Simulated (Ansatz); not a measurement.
Consider this model of amorphous Si₂₀Ti₄O₄₈.

```xyz
72
Lattice="10.1915 0.2705 0.2161 0.2705 10.3871 0.0395 0.2161 0.0395 10.3591" Properties=species:S:1:pos:R:3 pbc="T T T"
Si     7.9315    10.4982     3.3930
Si     1.5996     8.1449     7.9637
Si     6.8715     5.6758     2.3058
Si     8.3088     2.8440     1.9216
Si     7.9621     7.2377     6.5713
Si     4.7902     1.3357     9.1078
Si     2.1247     5.5591     9.8146
Si     0.8961     4.0923     1.9399
Si     4.6938     2.7732     6.4171
Si     3.0510     9.1122     4.1105
Si     7.8500     1.7239     9.3620
Si     9.0982     9.1201     8.9351
Si     6.0230     5.1423     7.4906
Si     2.9279     1.7611     1.3867
Si     1.9789     3.8867     7.2449
Si     4.1017     8.8283     9.2247
Si     4.7180     1.0057     3.8739
Si     9.7520     2.4554     6.9807
Si     5.0978     6.1210    10.1502
Si     2.0560     9.2974     1.4053
Ti    10.1606     5.1704     5.2824
Ti    10.3044     9.6930     5.6824
Ti     9.0477     8.1382     1.5444
Ti     5.2920     6.9352     5.0714
O      1.4825     9.5260     4.3288
O      8.3341    10.5120     9.2045
O      9.4261     3.5635     5.7912
O      4.3931     1.6526     7.5603
O      0.8733     5.1748     0.6859
O      1.1795     5.0353     6.3848
O      9.8727     0.9158     6.4444
O      5.5606     5.0161     9.0412
O      0.7770     4.8341     3.4010
O      3.1285     8.7658     2.5230
O      5.0907    10.1027     9.2244
O      9.8265     3.3687     2.0342
O      0.9959     8.0732     6.4534
O      8.2240     6.6203     2.2426
O      2.9767     8.9050    10.3790
O      3.3216     3.6456     6.3658
O      0.5969     8.5546     1.5184
O      4.9882     2.2166     4.9239
O      8.8340     8.0649    10.1514
O      0.5135     9.1696     8.6809
O      3.7410     1.9069    10.2226
O      3.8631    10.4380     4.5777
O      7.4548     5.9434     7.4554
O      8.5780     8.4523     7.5079
O      8.1686     2.2354     0.4238
O      2.3134     4.3186     8.7743
O      8.0697     9.5463     2.0612
O      4.9594     5.9717     6.5559
O      3.3323     5.7938     0.2064
O      8.1058     1.6473     3.0148
O      1.7964     0.5626     1.4568
O      8.8261     9.7839     4.5627
O      9.0812     6.6451     5.5294
O      2.2456     3.1797     1.8078
O      6.3487    10.5199     3.7656
O      6.2504     1.9772     9.3790
O      6.0194     3.6460     6.8392
O      1.5713     6.7844     8.8896
O      7.2837     4.0854     2.2267
O      6.0199     5.9747     3.6804
O      1.0351     2.5611     7.3639
O      5.1320     7.5840     9.4276
O      6.7106     7.8736     5.7265
O      3.7273     7.8332     4.8418
O      8.6093     2.5194     8.1498
O      3.1536     8.6889     7.8864
O      4.1880     1.5167     2.4140
O      5.8736     6.0243     1.0587
```

Computed with PBE, scalar-relativistic without spin-orbit coupling (plane waves to 420 eV, PAW; Ansatz, a quantum-chemistry and plane-wave program).

A CHGNet melt-quench gave the starting glass, which DFT then relaxed. O atoms were pushed apart under 1.9 Å during the dynamics, to hinder bonds among them. The hot cell started wider than the set density and was brought back towards it in steps. It is the lowest in DFT energy of 2 quenches. It is a model cell: composition and starting density were chosen by hand, and all elements were melted together. No dispersion term was used. Its density started from a set value of 2.47 and ended at 2.31 g/cm³. Cooling (nominally 470 K/ps over its main leg) ran many orders faster than in experiment, which tends to leave more defects and strain. One small periodic cell is one sample of the glass; other quenches scatter about these values. Volume and shape were free in the relaxation.

Neighbours within Si-Si 2.60 Å, Si-Ti 2.78 Å, Si-O 1.88 Å, Ti-Ti 3.12 Å, Ti-O 2.49 Å, O-O 1.58 Å count as bonded. Two cations that share two anions don't count as bonded, nor two that share one unless they lie closer than Si-Si 2.38 Å, Si-Ti 2.71 Å, Ti-Ti 3.04 Å.

Task: Give the coordination numbers, mean bond lengths and angles.

Result: 
```
Quantity                                                          Value
---------------------------------  ------------------------------------
Mean coordination of Si by anions                      4.00 (20 with 4)
Mean coordination of Ti by anions                       4.00 (4 with 4)
Mean coordination of O                                 2.00 (48 with 2)
Mean Si-O bond                     1.633 Å (spread 0.012 Å, 80 counted)
Mean Ti-O bond                     1.831 Å (spread 0.032 Å, 16 counted)
Bond angle at Si                               mean 109.5°, spread 3.8°
Bond angle at Ti                              mean 109.0°, spread 10.5°
Bond angle at O                               mean 143.5°, spread 12.8°
```

Task: List the pairs of like atoms that count as bonded by the rules above.

Result: There are none by these rules.
